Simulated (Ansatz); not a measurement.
**AlRu: response to strain**

The parent structure is AlRu in the CsCl type structure (space group Pm-3m, No. 221; a = 2.955 Å; relaxed with 0.1 eV smearing).

Strains are applied to the cell and any free atomic positions relax.

Level of theory: LDA (Ansatz, a first-principles code), spin-orbit coupling left out.

Candidates:
(a) isotropic strain −2.00 %
(b) isotropic strain +3.00 %
(c) isotropic strain +0.50 %
(d) isotropic strain +2.00 %

Notes on the quantities. energy relative to the base: free energy F.

Problem. Order them by energy relative to the base, highest first.

Solution. (b) isotropic strain +3.00 % (+68 meV/atom), (a) isotropic strain −2.00 % (+36 meV/atom), (d) isotropic strain +2.00 % (+31 meV/atom), (c) isotropic strain +0.50 % (+2.1 meV/atom)

Stability against distortions was not tested. The final runs are not spin-polarised.
